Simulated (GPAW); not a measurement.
Band structure of Li (Im-3m, 1 atom in the cell).

```xyz
1
Lattice="-1.7450 1.7450 1.7450 1.7450 -1.7450 1.7450 1.7450 1.7450 -1.7450" Properties=species:S:1:pos:R:3 pbc="T T T"
Li     0.0000     0.0000     0.0000
```

Method of the run: PBE, GPAW PAW datasets PBE (gpaw-data 1.0.1) (plane waves; GPAW).

Settings: mode = pw; ecut = 600 eV; xc = PBE; kpts = 11 11 11; mesh shift (steps) = 0 0 0; occupations.name = methfessel-paxton; occupations.width = 0.136 eV; occupations.order = 0; nbands = -5; convergence.density = 1e-05 e/electron; symmetry.symmorphic = false; symmetry.tolerance = 0.0005; maxiter = 120; bandpath_npoints = 40.

The starting cell has typed, rounded lattice constants, without a prior relaxation at this level.

Levels in eV from the Fermi level, bands 1 to 4:
| point | 1 | 2 | 3 | 4 |
|---|---|---|---|---|
| Γ | -3.53 | 14.21 | 14.21 | 14.21 |
| H | 5.34 | 5.34 | 5.34 | 7.59 |
| N | 0.23 | 3.08 | 10.04 | 11.48 |
| P | 3.28 | 3.28 | 3.28 | 7.99 |

Bands cross the Fermi level along this path, so the cell is metallic at this level.
